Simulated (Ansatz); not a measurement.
## BP: Li interstitial (started 1.96 Å from the nearest host atom), symmetric start

The parent structure is an 8-atom supercell of BP in the zinc blende structure (space group F-43m, No. 216; a = 4.520 Å) at its relaxed geometry.

Perturbation: one Li atom is added in an open site, starting 1.96 Å from the nearest host atom, atoms relaxed at fixed cell.

Calculations: PBEsol (Ansatz, a program for electronic structure, PAW, spin-orbit coupling left out), earlier PAW set. Γ-centred 5×5×5 mesh, Fermi–Dirac width 0.01 eV.

The pressure goes from zero to 12.5 GPa and the largest displacement of a host atom from its site in the perfect cell amounts to 0.09 Å. The final site of the added atom comes out as 4 P at 2.05 Å and 6 B at 2.26 Å.

The magnetic state is the one reached from the starting moments; the real material's order can differ, and small cells can't hold many antiferromagnetic ones. The cell is small, so the values are those of an ordered compound at a high defect concentration; dilute-limit values will differ. A case with no gap was solved on a k-mesh chosen for an insulator, which is coarse for it. The defect started on the symmetric site and kept its symmetry, so it may sit on a saddle. Seeded moments were not kept for Li interstitial (started 1.96 Å from the nearest host atom). The defect cell is spin-polarised and ends with 0.0 μB.
